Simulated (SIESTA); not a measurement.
SIESTA run on La₂O₃ (P1, 5 atoms in the cell): self-consistent single point.

Level of theory: GGA PBE, numerical atomic orbitals DZP, PseudoDojo PBE standard norm-conserving potentials (rewritten from UPF to PSML) in SIESTA.

The change in words: lattice scaled by 0.98. Reference geometry:
```
CELL_PARAMETERS angstrom
      3.93078     0.00000     0.00000
     -1.96539     3.40415     0.00000
      0.00000     0.00000     6.11195
ATOMIC_POSITIONS crystal
  La 0.66591 0.33555 0.75713
  La 0.32441 0.65622 0.24645
  O  0.67295 0.33600 0.35145
  O  0.33634 0.67315 0.64660
  O  0.00038 0.99908 0.99837
```

Reference input (self-consistent single point, DFT, GGA PBE, numerical atomic orbitals DZP, PseudoDojo PBE standard norm-conserving potentials (rewritten from UPF to PSML)): XC.functional = GGA; XC.authors = PBE; potentials = PseudoDojo PBE standard; PAO.BasisSize = DZP; PAO.EnergyShift = 0.01 Ry; MeshCutoff = 350 Ry; kgrid.MonkhorstPack = 6 6 4; OccupationFunction = FD; ElectronicTemperature = 232.09 K; MaxSCFIterations = 150; SCF.Mixer.Method = Broyden; SCF.Mixer.Weight = 0.25. This run's input differs from it in these lines:

```diff
@@ -10,7 +10,7 @@
 %endblock ChemicalSpeciesLabel
-LatticeConstant              3.930780 Ang
+LatticeConstant              3.852164 Ang
 %block LatticeVectors
      1.000000000    0.000000000    0.000000000
-    -0.500000000    0.866025318    0.000000000
-     0.000000000    0.000000000    1.554894957
+    -0.500000000    0.866025434    0.000000000
+     0.000000000    0.000000000    1.554895119
 %endblock LatticeVectors
@@ -18,7 +18,7 @@
 %block AtomicCoordinatesAndAtomicSpecies
-     1.958063026    1.142257402    4.627528480  1
-    -0.014532094    2.233867786    1.506290078  1
-     1.984847361    1.143802888    2.148050939  2
-    -0.000919803    2.291513747    3.952005206  2
-     0.003321509   -0.003131823   -0.009974702  2
+     1.918901566    1.119412287    4.534977910  1
+    -0.014241450    2.189190496    1.476164276  1
+     1.945150212    1.120926864    2.105089921  2
+    -0.000901406    2.245683539    3.872965102  2
+     0.003255079   -0.003069186   -0.009775208  2
 %endblock AtomicCoordinatesAndAtomicSpecies
```

Output, abridged:

```
        iscf     Eharris(eV)        E_KS(eV)     FreeEng(eV)     dDmax    Ef(eV) dHmax(eV)
   scf:    1    -3239.075207    -3260.114690    -3260.114690  1.732606 -5.385001 10.317107
   scf:    2    -3270.650126    -3267.018966    -3267.018966  0.158643 -5.984548  1.900417
   scf:    3    -3267.395194    -3267.319706    -3267.319706  0.044106 -6.278764  0.395319
   scf:    4    -3267.344918    -3267.336399    -3267.336399  0.029356 -6.446572  0.173670
   scf:    5    -3267.333339    -3267.338013    -3267.338013  0.015417 -6.545239  0.181521
   [... 4 lines left out ...]
   scf:   10    -3267.340405    -3267.340405    -3267.340405  0.000021 -6.522218  0.000097
   scf:   11    -3267.340405    -3267.340405    -3267.340405  0.000013 -6.522210  0.000070
   scf:   12    -3267.340405    -3267.340405    -3267.340405  0.000010 -6.522207  0.000052
   scf:   13    -3267.340405    -3267.340405    -3267.340405  0.000008 -6.522205  0.000038
SCF Convergence by DM+H criterion
max |DM_out - DM_in|         :     0.0000076667
max |H_out - H_in|      (eV) :     0.0000378166
SCF cycle converged after 13 iterations

Using DM_out to compute the final energy and forces

siesta: E_KS(eV) =            -3267.3404

siesta: E_KS - E_eggbox =     -3267.3404

siesta: Atomic forces (eV/Ang):
     1    0.073806    0.095779    0.420508
     2    0.396520    0.533377   -0.654593
     3   -0.453032   -0.440511    0.442715
     4   -0.031606   -0.243153   -0.251003
     5    0.011974    0.053119    0.040641
   Tot   -0.002339   -0.001390   -0.001732
   Max    0.654593
   Res    0.344933    sqrt( Sum f_i^2 / 3N )
   Max    0.654593    constrained

Stress tensor Voigt[x,y,z,yz,xz,xy] (kbar):     -171.44     -155.61     -120.27        4.27        4.51       -8.30
   [... lines left out ...]
siesta: FreeEng =     -3267.340405
   [... lines left out ...]
siesta:    -0.107007   -0.005180    0.002814
siesta:    -0.005180   -0.097123    0.002668
siesta:     0.002814    0.002668   -0.075067

siesta: Cell volume =         76.974354 Ang**3

siesta: Pressure (static):
siesta:                Solid            Molecule  Units
siesta:           0.00101361          0.00099485  Ry/Bohr**3
siesta:           0.09306541          0.09134334  eV/Ang**3
siesta:         149.10722788        146.34816548  kBar
```

The run converged in 13 iterations. Against the reference run the free energy goes up by 55.2 meV/atom, the pressure goes from 4.07 to 14.91 GPa, the largest force goes from 0.600 to 0.933 eV/Å and the gap on the mesh goes from 3.694 to 3.779 eV.

The starting cell comes from a database of computed structures (which also holds hypothetical and non-ambient phases and stackings), without a prior relaxation at this level. Its atoms were displaced at random from the sites of space group no. 164. For this run, on top of that: lattice scaled by 0.98. Values carry the incompleteness of an atom-centred basis. With a pressure of about 15 GPa the cell is away from its equilibrium volume at this level.

Cost on one core of a shared machine: roughly 50 s.
